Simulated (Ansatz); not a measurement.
The starting structures come from a database of crystals and need not be the phases stable at ambient conditions.

 Where the default PAW files enter, the runs use the earlier of Ansatz's two default sets.

The decay constant κ of evanescent states in the gap governs leakage through a thin film.

Data:

```
CELL_PARAMETERS angstrom
      4.06789    -0.00344     0.00000
     -0.09750    12.19814     0.00000
      0.00000     0.00000     9.70777
ATOMIC_POSITIONS crystal
  As 0.91092 0.26083 0.19428
  As 0.08908 0.73917 0.80572
  As 0.58908 0.23917 0.69428
  As 0.41092 0.76083 0.30572
  As 0.39947 0.48780 0.32938
  As 0.60053 0.51220 0.67062
  As 0.10053 0.01220 0.82938
  As 0.89947 0.98780 0.17062
  Se 0.52172 0.40004 0.11301
  Se 0.47828 0.59996 0.88699
  Se 0.97828 0.09996 0.61301
  Se 0.02172 0.90004 0.38699
  Se 0.01824 0.34405 0.41794
  Se 0.98176 0.65595 0.58206
  Se 0.48176 0.15595 0.91794
  Se 0.51824 0.84405 0.08206
  Se 0.54637 0.11856 0.29992
  Se 0.45363 0.88144 0.70008
  Se 0.95363 0.38144 0.79992
  Se 0.04637 0.61856 0.20008
```

Space group of this cell: P2_1/c. The cell was relaxed by PBE-D3(BJ); by r2SCAN its mean pressure is 1.0 GPa.

Transport runs along the normal of the first two printed cell vectors.

The gap is the functional's own. No spin-orbit coupling. Mid-gap values are interpolated on the energy grid.

Q: Compute, with r2SCAN in Ansatz (an electronic-structure program), the band gap and the smallest decay constant κ at mid-gap.

A: Gap 1.12 eV on a 8×4×4 mesh; κ = 0.167 1/Å, at (0.250, 0.250) of the in-plane reciprocal vectors. At the zone centre, at the nearest computed energy, the slowest state has κ = 0.21 1/Å.
